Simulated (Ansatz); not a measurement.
Pressure series in hypothetical Fm-3m WTe2

Start from WTe₂ (space group Fm-3m, No. 225; a = 6.569 Å; a hypothetical phase, not in the database extracts checked).

Cell and atoms are relaxed at each pressure.

Method: plane-wave PAW DFT at the PBEsol level (Ansatz, an electronic-structure program, 420 eV), without spin-orbit coupling.

Notes on the quantities. enthalpy: H = E + PV relative to the base's energy.

| change | enthalpy | shortest interatomic distance |
|---|---|---|
| base | – | 2.844 Å |
| pressure −2 GPa | -0.30 eV/atom | 2.863 Å |
| pressure −1 GPa | -0.15 eV/atom | 2.853 Å |
| pressure 3 GPa | +0.44 eV/atom | 2.820 Å |
| pressure 7 GPa | +1.00 eV/atom | 2.791 Å |
| pressure 15 GPa | +2.09 eV/atom | 2.744 Å |
| pressure 30 GPa | +4.00 eV/atom | 2.678 Å |
| pressure 50 GPa | +6.37 eV/atom | 2.614 Å |
| pressure 75 GPa | +9.12 eV/atom | 2.553 Å |
| pressure 100 GPa | +11.71 eV/atom | 2.505 Å |

Load acts through the strain it causes; cell and atoms are relaxed under it. Stability against distortions was not tested. Competing high-pressure phases were not computed. The final runs are not spin-polarised. WTe2 has a high density of states at the Fermi level and may be magnetic at this level.
